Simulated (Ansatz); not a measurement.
Quick settings and what they miss: TiO2 (Pbca, 24 atoms in the cell)

Self-consistent single point.

```
CELL_PARAMETERS angstrom
      5.11874     0.00000     0.00000
      0.00000     9.13995     0.00000
      0.00000     0.00000     5.42691
ATOMIC_POSITIONS crystal
  Ti 0.13791 0.37103 0.40258
  Ti 0.86209 0.62897 0.59742
  Ti 0.36209 0.62897 0.90258
  Ti 0.63791 0.37103 0.09742
  Ti 0.63791 0.12897 0.59742
  Ti 0.36209 0.87103 0.40258
  Ti 0.86209 0.87103 0.09742
  Ti 0.13791 0.12897 0.90258
  O  0.46471 0.26971 0.38999
  O  0.53529 0.73029 0.61001
  O  0.03529 0.73029 0.88999
  O  0.96471 0.26971 0.11001
  O  0.96471 0.23029 0.61001
  O  0.03529 0.76971 0.38999
  O  0.53529 0.76971 0.11001
  O  0.46471 0.23029 0.88999
  O  0.81663 0.01048 0.85119
  O  0.18337 0.98952 0.14881
  O  0.68337 0.98952 0.35119
  O  0.31663 0.01048 0.64881
  O  0.31663 0.48952 0.14881
  O  0.68337 0.51048 0.85119
  O  0.18337 0.51048 0.64881
  O  0.81663 0.48952 0.35119
```

Method: PBE, PAW files (plane waves; Ansatz, a program for electronic structure).

Base settings: basis.ecutwfc = 30.9 Ry; kpoints.mp_grid.grid = 3 2 3; hamiltonian.xc = pbe; hamiltonian.pseudopotentials = {kind: paw} (the program's default PAW files); scf.occupations.method = fixed.

Tight run (finer mesh or higher cutoff; not a proven limit): basis.ecutwfc: 30.9 Ry → 43.4 Ry; kpoints.mp_grid.grid: 3 2 3 → 5 3 5; scf.convergence.dr2_threshold: default (1e-07 eV) → 1e-09 eV. It gave top of the valence band (on the code's own zero) 8.41 eV; gap on the k-point mesh 2.35 eV; pressure 8.15 GPa; largest force (vector length) 0.182 eV/Å.

Quick runs, as changes from the base:
- A: the base itself
- B: kpoints.mp_grid.grid: 3 2 3 → 4 4 4; scf.occupations.method: fixed → fermi_dirac; scf.occupations.width: default → 0.02 Ry; scf.convergence.dr2_threshold: default (1e-07 eV) → 0.0001 eV
- C: basis.ecutwfc: 30.9 Ry → 18.4 Ry; kpoints.mp_grid.grid: 3 2 3 → 1 1 1; scf.convergence.dr2_threshold: default (1e-07 eV) → 0.0001 eV

Energies are extrapolated to zero smearing width, which holds to low order in the width alone.

Gaps are read on each run's own mesh, which may miss the band edges.

The count of work is k-points × plane waves × bands × iterations; it is no time. 

Pressures in the table are Ansatz's without its Pulay estimate, at a fixed set of plane waves; the tight run's value above holds the estimate.

The starting cell comes from a database of computed structures (which also holds hypothetical and non-ambient phases and stackings), without a prior relaxation at this level. Its lattice was rescaled by a random factor within 2.5 % of one. In the base run, with a pressure of about 8 GPa the cell is away from its equilibrium volume at this level.

```csv
run,energy less tight (meV/atom),pressure less tight (GPa),largest miss in a force vector (eV/Å),gap on the mesh less tight (eV),count of work / tight
A,3.2,-0.38,0.002,-0.001,0.21
B,4.9,-0.31,0.008,0.007,0.52
C,1180.7,-79.70,0.649,0.021,0.011
```

Among the runs at the tight run's level, the energy misses run from 3.2 to 1180.7 meV/atom.

Left out of this page: 3 runs of the series outside the window shown, repeating another row's setting, or not comparable.

Keys are those of Ansatz 0.2.
